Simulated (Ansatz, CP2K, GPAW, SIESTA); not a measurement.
# a (100) slab of KZnF3 (cut from a parent of space group no. 221; 10 atoms in the cell) computed with different codes at matched settings

Self-consistent single point.

```yaml
crystal:
  lattice:
    - [4.03083, 0.00000, 0.00000]
    - [0.00000, 4.03083, 0.00000]
    - [0.00000, 0.00000, 18.07110]
  atoms:
    - { symbol: K, position: [0.00000, 0.00000, 0.44401] }
    - { symbol: K, position: [0.00000, 0.00000, 0.66798] }
    - { symbol: Zn, position: [0.50000, 0.50000, 0.33202] }
    - { symbol: Zn, position: [0.50000, 0.50000, 0.55599] }
    - { symbol: F, position: [0.50000, 0.50000, 0.44401] }
    - { symbol: F, position: [0.00000, 0.50000, 0.33202] }
    - { symbol: F, position: [0.50000, 0.00000, 0.33202] }
    - { symbol: F, position: [0.50000, 0.50000, 0.66798] }
    - { symbol: F, position: [0.00000, 0.50000, 0.55599] }
    - { symbol: F, position: [0.50000, 0.00000, 0.55599] }
```

Shared settings, as Ansatz (a first-principles code) writes them: kpoints.mp_grid.grid = 4 4 1; scf.occupations.method = gaussian; scf.occupations.width = 0.2 eV. Potentials and cutoffs stand in the table.

```json
[
 {"code": "CP2K", "model": "LDA (Pade form), GPW, DZVP-MOLOPT-SR-GTH basis, GTH-PADE potentials (GTH_POTENTIALS)", "largest force (eV/Å)": "0.742", "gap on the mesh (eV)": "2.759", "cutoff": "grid 600 Ry"},
 {"code": "GPAW", "model": "LDA (Perdew-Wang 92), GPAW PAW datasets LDA (gpaw-data 1.0.1)", "largest force (eV/Å)": "0.944", "gap on the mesh (eV)": "2.752", "cutoff": "950 eV"},
 {"code": "Ansatz", "model": "LDA (PW92), PAW files made with PBE", "largest force (eV/Å)": "0.902", "gap on the mesh (eV)": "2.818", "cutoff": "420 eV"},
 {"code": "SIESTA", "model": "LDA PW92, numerical atomic orbitals TZP, PseudoDojo LDA standard norm-conserving potentials (rewritten from UPF to PSML)", "largest force (eV/Å)": "0.946", "gap on the mesh (eV)": "3.408", "cutoff": "grid 350 Ry"}
]
```

Size of the force on each atom (eV/Å): Sizes of forces hide their directions.

```tsv
code	K1	K2	Zn3	Zn4	F5	F6	F7	F8	F9	F10
CP2K	0.046	0.527	0.742	0.428	0.123	0.074	0.074	0.161	0.090	0.090
GPAW	0.046	0.547	0.944	0.411	0.162	0.158	0.158	0.223	0.030	0.030
Ansatz	0.049	0.546	0.902	0.411	0.168	0.149	0.149	0.195	0.028	0.028
SIESTA	0.053	0.744	0.946	0.430	0.169	0.084	0.084	0.164	0.038	0.038
```

Gaps are read on the mesh.

On Ansatz's run: spin polarisation is off, though cut faces can carry moments; a gap of a slab can lie between surface states. The two faces of this cut differ, and no dipole correction was used.

The spread over the programs that give each value: largest force within 0.204 eV/Å; gap on the mesh within 0.656 eV.

CP2K and SIESTA use small atom-centred bases, whose incompleteness enters pressures, forces and empty levels differently from a plane-wave cutoff. In the gap, SIESTA (by 0.623) lies more than 0.12 eV from the median of the plane-wave programs. In the force vectors, CP2K (by 0.180) and SIESTA (by 0.197) lie more than 0.08 eV/Å from the median of the plane-wave programs.

The starting cell comes from a database of computed structures (which also holds hypothetical and non-ambient phases and stackings), without a prior relaxation at this level. The slab is cut from that crystal, and its faces are unrelaxed. Its lattice was rescaled in the plane by a random factor within 2.5 % of one.

Keys are those of Ansatz 0.2.
